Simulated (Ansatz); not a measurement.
An Ansatz (a first-principles code) input (Ansatz, PBE, PAW, cutoff 420 eV, scalar-relativistic without spin-orbit coupling):

Ansatz 0.2 input:
```yaml
crystal:
  lattice:
    - [-3.845878407, 3.845878407, 0]
    - [0, 0, 8.6199335748]
    - [3.845878407, 3.845878407, 0]
  atoms:
    - { symbol: Al, position: [-0.005972864, 0.5011652582, -0.0026020863] }
    - { symbol: Al, position: [0.5024360593, -0.0000216195, 0.006429601] }
    - { symbol: Al, position: [0.508768951, 0.4997577606, 0.5009242154] }
    - { symbol: Al, position: [-0.0045874169, -0.0032625004, 0.4954181733] }
    - { symbol: Al, position: [0.2482237133, 0.2488910746, 0.2479288901] }
    - { symbol: Al, position: [0.741791044, 0.7527508279, 0.2495921242] }
    - { symbol: Al, position: [0.753953732, 0.2504351763, 0.7485899314] }
    - { symbol: Al, position: [0.2455352503, 0.749350061, 0.7437997678] }
    - { symbol: Al, position: [0.7484460401, 0.2521147616, 0.2480531198] }
    - { symbol: Al, position: [0.245233381, 0.7544712945, 0.2547261233] }
    - { symbol: Al, position: [0.2502348801, 0.2503854838, 0.7449730745] }
    - { symbol: Al, position: [0.7458153903, 0.7465357662, 0.748678092] }
    - { symbol: Ti, position: [-0.0000268672, -0.0014412191, -0.0000265249] }
    - { symbol: Ti, position: [0.4966356417, 0.5011206862, 0.0010239849] }
    - { symbol: Ti, position: [0.5009463503, 0.0027960745, 0.4978609281] }
    - { symbol: Ti, position: [-0.0003391161, 0.4985155848, 0.4955438711] }
    - { symbol: Li, position: [-0.0012335226, 0.2489565668, 0.0012775106] }
basis: { ecutwfc: 420, ecutrho_ratio: 4, xc_grid: 2, fft_grid_basis: typed }
kpoints: { mp_grid: { grid: [6, 4, 6] } }
hamiltonian:
  xc: pbe
  dispersion: none
  pseudopotentials: { kind: paw }
scf: { occupations: { method: fermi_dirac, width: 0.05 }, convergence: { dr2_threshold: 0.0000000017 } }
relax: { f_tol: 0.02, max_steps: 45 }
output: { forces: true, stress: true }
checkpoint: { write: state.ck, write_every: 1000 }
```

Q: Which symmetry and how many k-points will the program report, and about how many plane waves at Γ?

A: Space group P1 (ITA 1) with 1 operations, k-points 76 of 144, and 4977 plane waves at Γ.

Q: And the final pressure?

A: 6.25 GPa (compression positive).

In so small a cell the defect repeats every few ångströms: this is an ordered compound, not a dilute defect. The final runs are not spin-polarised. The cell was made from TiAl₃ (space group I4/mmm, No. 139) by this change: Li interstitial (started 1.92 Å from the nearest host atom). The defect cell is not spin-polarised.
